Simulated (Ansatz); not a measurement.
## MoSe2, response to strain

The parent structure is MoSe2 in the 2H-MoS2 type structure (space group P6_3/mmc, No. 194; a = 3.228 Å, c = 12.346 Å; layered, stacked along the Cartesian z axis). Axes: x lies along a and z along c of the hexagonal cell.

Strains are applied to the cell and any free atomic positions relax; under biaxial strain the out-of-plane vector relaxes too.

Level of theory: PBEsol-D3(BJ) (Ansatz, a first-principles code; PAW; 420 eV plane waves; without spin-orbit coupling), earlier PAW set.

Notes on the quantities. in-plane stress: mean in-plane stress (compression positive).

| change | in-plane stress | band gap | width of the top valence band |
|---|---|---|---|
| base | – | 0.54 eV | 1.53 eV |
| biaxial strain −2.23 %, plane normal [001], relaxed out of plane | +5.9 GPa | 0.60 eV | 1.30 eV |
| biaxial strain −1.00 %, plane normal [001], relaxed out of plane | +2.5 GPa | 0.56 eV | 1.41 eV |
| biaxial strain +2.14 %, plane normal [001], relaxed out of plane | -4.8 GPa | 0.51 eV | 1.59 eV |

Stability against distortions was not tested.
